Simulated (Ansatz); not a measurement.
Band-edge transport in semiconductors and insulators: PbI2 (P-3m1) under several functionals (Ansatz, a quantum-chemistry and plane-wave program, without spin-orbit coupling). The PBE cell:

PbI2 has the trigonal space group P-3m1 (No. 164), the CdI2 type structure, Pearson symbol hP3. Cell: a = 4.5585 Å, b = 4.5585 Å, c = 6.9728 Å, α = 90.00°, β = 90.00°, γ = 120.00°. Pb on 1a sees 6 I at 3.240 Å (octahedral). I on 2d has 3 Pb at 3.240 Å (trigonal pyramidal). (Neighbours: up to the widest gap in distance over summed covalent radii, below 1.35, at either atom; cation-cation and far metal-metal contacts left out.)

```
Functional  cell relaxed with  volume (Å³/atom)  band gap  electron conductivity mass  hole conductivity mass  Seebeck coefficient, n-type 1e19 cm⁻³
----------  -----------------  ----------------  --------  --------------------------  ----------------------  -------------------------------------
PBE                  PBE+d3bj             41.83   2.18 eV                     0.36 mₑ                 0.89 mₑ                              -190 μV/K
PBEsol            PBEsol+d3bj             38.34   1.92 eV                     0.31 mₑ                 0.51 mₑ                              -172 μV/K
```

For the band gap, PBE gives 2.18 eV and PBEsol 1.92 eV: PBE lies 14 % above.

Masses are for dilute carriers at 300 K, harmonic means over directions unless an axis is named. Seebeck coefficients are for the stated density at 300 K, with one relaxation time for all states and whether or not that doping can be reached. Spin-orbit coupling is left out; without it the gap and masses of crystals with these elements can be far off.

PBEsol with a dispersion correction tends to overbind, so the cell can be several per cent short, in bad cases over ten, which usually narrows a gap: PbI2 (P-3m1).
